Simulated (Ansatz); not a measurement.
The reference is WC (space group P-6m2, No. 187; a = 2.8843 Å, c = 2.8115 Å; relaxed with 0.1 eV smearing). Axes: x lies along a and z along c of the hexagonal cell.

Method: Ansatz (a quantum-chemistry and plane-wave program), LDA, PAW, cutoff 420 eV, no spin-orbit coupling.

Modification: the cell is compressed by 1.50 % along z with no lateral relaxation, atoms relaxed at fixed cell.

Task: Predict the stress tensor and what it implies for the stiffness.

Result: Stress of the strained cell less that of the base (GPa, compression positive):
```
    3.1     0.0     0.0
    0.0     3.1     0.0
    0.0     0.0    16.0
```

Then −Δσ_ii/ε with ε = -0.0150 gives secant stiffness values (nonlinear terms included at this strain): C33 ≈ 1070 GPa, C13 ≈ 207 GPa and C23 ≈ 207 GPa.

As a check, the harmonic strain energy −½ V₀ Δσ:ε is 7.6 meV/atom; the computed energy rise is 7.5 meV/atom.

No phonon test of stability was made. The final runs are not spin-polarised.
